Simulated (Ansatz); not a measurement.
Functionals compared on O on the 1x1 (111) surface of fcc Ni, ferromagnetic, one in a 2x2 cell, started at the site 'hollow Ni-Ni-Ni over Ni at depth 4.0 Å', in Ansatz (plane waves, PAW). The structure was relaxed with PBE; the other rows are single points on it, each with its references at the same level. Cutoff 420 eV.

Model: 17-atom slab, 6.0 Å thick at the start under the adsorbate (thin: gaps and levels are the slab's own), 7x7x1 mesh, Fermi-Dirac 0.1 eV, dipole correction, 8 atoms held, the rest relaxed; held to the start's symmetry, so lower structures may exist; spin-polarised, no spin-orbit, no U, no dispersion correction. At the end it is bonded to 3 Ni. In PBE it is, or lies within 0.03 eV of, the lowest of the starts that converged. These notes are the PBE run's. Adsorption energies are against ½ O2(g). A negative adsorption energy means that the adsorbate is more stable on the surface than in its reference.

| functional | adsorption energy (eV) | work function of the top face (eV) | change of the work function (eV) | magnetic moment of the cell (μB) | rough cost of the single point |
|---|---|---|---|---|---|
| PBE | -2.32 | 5.73 | 0.65 | 10.18 | – |
| RPBE | ___ | ___ | ___ | 10.35 | about 4 core-minutes (a rough figure) |

Question: Fill in the missing entries.

Answer: 
- RPBE, adsorption energy (eV): -2.02
- RPBE, work function of the top face (eV): 5.56
- RPBE, change of the work function (eV): 0.66

Ansatz is a program for electronic structure.
